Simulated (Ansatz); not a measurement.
# How the lattice parameter c of InSb (model structure, started from the NiAs type, P6₃/mmc, No. 194, 4 atoms in the cell) moves with the method

No measured value is used here.

### Question
Put these levels in order of the lattice parameter c that they give for InSb (model structure, started from the NiAs type, P6₃/mmc, No. 194, 4 atoms in the cell), smallest first: PBE (Ansatz, a quantum-chemistry and plane-wave program), PBE-D3(BJ) (Ansatz), PBEsol (Ansatz).

### Answer
PBEsol (7.395 Å), PBE-D3(BJ) (7.436 Å), PBE (7.479 Å)

Ansatz's density-functional and Hartree–Fock values are scalar-relativistic unless marked +SOC, with PAW data made under PBE.

A model structure was made by putting elements into a prototype or built by hand; it is no filed structure, need not be a known phase, and can be a saddle point held by its symmetry.
